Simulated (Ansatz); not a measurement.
## TaRu (model structure, Fm-3m, No. 225, 2 atoms in the cell)

The numbers are results of PBEsol (PAW; Ansatz, an electronic-structure program), not measurements.

Numerical settings: plane-wave cutoff 520 eV, 20×20×20 k mesh, Fermi–Dirac smearing 0.05 eV, no spin polarisation, scalar-relativistic PAW data made under PBE.

Cell (relaxed at this level):

```
CELL_PARAMETERS angstrom
      0.00000     2.57389     2.57389
      2.57389     0.00000     2.57389
      2.57389     2.57389     0.00000
ATOMIC_POSITIONS crystal
  Ru 0.00000 0.00000 0.00000
  Ta 0.50000 0.50000 0.50000
```

| Quantity | Value |
|---|---|
| bulk modulus | 219 GPa |

Note: the run has no spin polarisation, so it can have missed a magnetic state; the bulk modulus is −V dP/dV from two relaxed cells at ±2 % in volume; the relaxation could raise the start's symmetry but not lower it, so the cell can be a saddle point.

Spin–orbit coupling is not included.

A model structure was made by putting elements into a prototype or built by hand; it is no filed structure, need not be a known phase, and can be a saddle point held by its symmetry.
